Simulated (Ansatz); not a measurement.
Amorphous Si30N40Al, 71 atoms at 2.86 g/cm³, one PBE-relaxed geometry, zone centre. Methods: PBE, scalar-relativistic without spin-orbit coupling (Ansatz, a program for electronic structure); r2SCAN, scalar-relativistic without spin-orbit coupling (Ansatz); HSE06, scalar-relativistic without spin-orbit coupling (Ansatz). Plane waves to 420 eV (r2SCAN 500 eV); exact exchange is cut at the cell's faces. The usual formal charges leave 3 electrons over, so the level spacing at the Fermi energy parts defect or band states and needn't be the band gap. In the spin-polarised cell the level spacing at the Fermi energy can part levels of unlike spin. At PBE the levels at both edges of the gap are localised (band-tail or defect states), and the nearest spread-out levels lie 3.2 eV apart at the zone centre.

It comes from a melt-quench run on a machine-learned potential (CHGNet), relaxed afterwards by DFT. N atoms were pushed apart under 1.9 Å during the dynamics, to hinder bonds among them. The hot cell started wider than the set density and was brought back towards it in steps. It is the lowest in DFT energy of 2 quenches. It is a model cell: composition and starting density were chosen by hand, and all elements were melted together. No dispersion term was used. Its density started from a set value of 2.98 and ended at 2.86 g/cm³. The quench (nominally 380 K/ps over its main leg) was far faster than any real one, so the model tends to hold more defects than a real film. One small periodic cell is one sample of the glass; other quenches scatter about these values. The volume was free in the relaxation, at fixed shape. Stress components on the final sampling reach 4.4 GPa.

The relaxation ran on the zone centre alone. At PBE the level spacing at the Fermi energy is 1.13 eV on a 2×2×2 Γ-centred mesh, and the spacing at the zone centre alone 1.23 eV.

What zone-centre spacing does r2SCAN give, roughly?

1.80 eV (+0.57 eV against PBE).

What zone-centre spacing does HSE06 give, roughly?

2.31 eV (+1.08 eV against PBE).

The highest filled and the lowest empty state spread over these numbers of atoms (participation numbers): PBE: 4.6 and 7.8; r2SCAN: 4.4 and 9.3; HSE06: 3.9 and 8.3.
